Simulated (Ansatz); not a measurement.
Ansatz (a first-principles code) run on LuZn (P1, 2 atoms in the cell): self-consistent single point.

Level of theory: PBEsol, default PAW files made with PBE (plane waves; Ansatz).

```xyz
2
Lattice="3.4558 0.0000 0.0000 0.0000 3.4558 0.0000 0.0000 0.0000 3.4558" Properties=species:S:1:pos:R:3 pbc="T T T"
Lu     0.0046    -0.0015     0.0032
Zn     1.7233     1.7294     1.7247
```

Reference input (self-consistent single point, DFT, PBEsol, plane waves, default PAW files made with PBE): basis.ecutwfc = 420 eV; kpoints.mp_grid.grid = 7 7 7; kpoints.mp_grid.shift = 0.5 0.5 0.5; hamiltonian.xc = pbesol; hamiltonian.pseudopotentials = {kind: paw} (the program's default PAW files); scf.occupations.method = cold; scf.occupations.width = 0.1 eV. This run's input differs from it in these lines:

Ansatz 0.2 input:
```diff
@@ -10,3 +10,3 @@
 basis:
-  ecutwfc: 420.0
+  ecutwfc: 210.0
 kpoints:
```

Log, with long lists cut:

```
SCF iter   1: F=—  HF=-17886.045160 eV  |F-HF|=—  |Δ(HF+E_count)|=         —  Δρ=6.08e-2  dr2=7.32e-1  ethr=1.77e-3  ⟨swp⟩=3.7  Hψ=13490  notcnv=0
all-band conjugate gradients solve this SCF's bands
preconditioner: auto → Kerker (q_TF=auto, 2.679 Å⁻¹)
SCF iter   2: F=—  HF=-17882.854446 eV  |F-HF|=—  |Δ(HF+E_count)|=    3.19e0  S|Δr|=    0.00e0  Δρ=3.70e-2  dr2=3.74e-1  ethr=1.77e-3  ⟨swp⟩=3.2  Hψ=10612  notcnv=0  defer=30
   [... lines left out ...]
SCF iter   7: F=—  HF=-17882.802786 eV  |F-HF|=—  |Δ(HF+E_count)|=   5.66e-5  S|Δr|=    0.00e0  Δρ=1.01e-4  dr2=4.23e-6  ethr=4.15e-7  ⟨swp⟩=2.0  Hψ=5209  notcnv=0  defer=30
SCF iter   8: F=—  HF=-17882.803099 eV  |F-HF|=—  |Δ(HF+E_count)|=   3.13e-4  S|Δr|=    0.00e0  Δρ=2.24e-5  dr2=1.06e-7  ethr=1.14e-8  ⟨swp⟩=2.0  Hψ=6439  notcnv=0  defer=30
SCF iter   9: F=-17882.803099 eV  HF=-17882.803099 eV  |F-HF|=2.34e-9  |Δ(HF+E_count)|=   3.09e-8  S|Δr|=    0.00e0  Δρ=3.23e-6  dr2=4.78e-9  ethr=2.70e-10  ⟨swp⟩=3.7  Hψ=11311  notcnv=0
SCF 1 converged in 9 iterations: F = -17882.803099 eV  dr2 = 4.78e-9
Stability not checked (fill_not_monotonic)
Free energy (F): -17882.803099 eV
Internal energy: -17882.801117 eV  (E = F + TS)
E sigma→0 (E₀):  -17882.802438 eV
Entropy (-TS):   -0.001982 eV (-0.991 meV/atom)
Fermi energy:    13.441002 eV
--- Forces (eV/Å), atoms counted from 1 ---
  atom   1  Lu    -0.02942706     0.00976542    -0.02080360
  atom   2  Zn     0.02942801    -0.00976574     0.02080426
--- Stress (GPa, compression-positive) ---
       -0.935618      -0.004636       0.009883
       -0.004636      -0.936142      -0.003275
        0.009883      -0.003275      -0.935913
  P = ⅓ Tr σ = -0.9359 GPa (-9.359 kbar)
  The stress holds the Pulay correction. Without it, at fixed plane waves, as pw.x and ABINIT print it: P = -200.9661 GPa
```

The run converged in 9 iterations. Against the reference run the free energy rises by 5.12 eV/atom, the pressure goes from -1.40 to -0.94 GPa and the largest force hardly changes (0.038 to 0.037 eV/Å).

The starting cell comes from a database of computed structures (which also holds hypothetical and non-ambient phases and stackings), without a prior relaxation at this level. Its atoms were displaced at random from the sites of space group no. 221. Ansatz's pressure includes its estimate of the finite-basis (Pulay) stress. Without the estimate this run gives -200.97 GPa. The cutoff lies below the one recommended for these files.
